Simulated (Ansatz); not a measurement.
Take TiC in the rock salt structure (space group Fm-3m, No. 225; relaxed with 0.1 eV smearing) as the base.

```
CELL_PARAMETERS angstrom
      0.00000     2.13046     2.13046
      2.13046     0.00000     2.13046
      2.13046     2.13046     0.00000
ATOMIC_POSITIONS crystal
  Ti 0.00000 0.00000 0.00000
  C  0.50000 0.50000 0.50000
```

Cartesian axes are those of the cell as printed.

All numbers come from LDA, PAW, 420 eV (Ansatz, an electronic-structure program; spin-orbit coupling left out).

Modification: an isotropic linear strain of +1.50 %; the atoms relax in the strained cell.

Task: Predict the stress tensor and what it implies for the stiffness.

Result: Stress of the strained cell less that of the base (GPa, compression positive):
```
  -11.5     0.0     0.0
    0.0   -11.5     0.0
    0.0     0.0   -11.5
```

Then B = −ΔP/(ΔV/V₀) with ΔV/V₀ = 0.0457 gives secant stiffness values (nonlinear terms included at this strain): B ≈ 252 GPa.

As a check, the harmonic strain energy −½ V₀ Δσ:ε is 16 meV/atom; the computed energy rise is 16 meV/atom.

No phonon test of stability was made. All final runs are without spin polarisation.
